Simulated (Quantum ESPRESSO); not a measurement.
Troubleshooting Quantum ESPRESSO: a failed run on LuBi2BrO4 (P4/mmm, 8 atoms in the cell). The aim is a self-consistent single point with DFT, LDA (PZ), plane waves, PseudoDojo standard norm-conserving (PBE) pseudopotentials.

Cell that was meant: a = 3.9147 Å, b = 3.9147 Å, c = 9.3663 Å, α = 90.00°, β = 90.00°, γ = 90.00°.

Part of the input:

```fortran
O     1.9573490000    0.0000000000    8.0131249731
O     1.9573490000    0.0000000000    1.3531450269
O     0.0000000000    1.9573490000    8.0131249731
O1     0.0000000000    1.9573490000    1.3531450269
K_POINTS {automatic}
4 4 2  0 0 0
```

Output, abridged:

```
     This program is part of the open-source Quantum ESPRESSO suite
     for quantum simulation of materials; please cite

 %%%%%%%%%%%%%%%%%%%%%%%%%%%%%%%%%%%%%%%%%%%%%%%%%%%%%%%%%%%%%%%%%%%%%%%%%%%%%%
     Error in routine read_cards (8):
     species O1 in ATOMIC_POSITIONS is nonexistent
 %%%%%%%%%%%%%%%%%%%%%%%%%%%%%%%%%%%%%%%%%%%%%%%%%%%%%%%%%%%%%%%%%%%%%%%%%%%%%%

     stopping ...
```

Problem. Read the log: what does the program object to, and what is the fix?

Solution. The fault is an atom label that is not in the list of species. Labels in the positions must match the species card. To fix it, correct the label. The program stopped before any SCF iteration.

An input that runs soundly differs in these lines (not the only fix; some lines may just follow from the change or write a value another way):
```diff
-O1     0.0000000000    1.9573490000    1.3531450269
+O     0.0000000000    1.9573490000    1.3531450269
```

With that input, the run converged in 14 iterations: free energy E − TS -13361.0926 eV; top of the valence band (on the code's own zero) 8.97 eV; gap on the k-point mesh 1.01 eV; pressure -9.33 GPa; largest force (vector length) 0.931 eV/Å (DFT, LDA (PZ), plane waves, PseudoDojo standard norm-conserving (PBE) pseudopotentials).

On the sound input: the starting cell comes from a database of computed structures (which also holds hypothetical and non-ambient phases and stackings), without a prior relaxation at this level. Its lattice was rescaled by a random factor within 2.5 % of one. Spin-orbit coupling is off. With a pressure of about -9 GPa the cell is away from its equilibrium volume at this level.
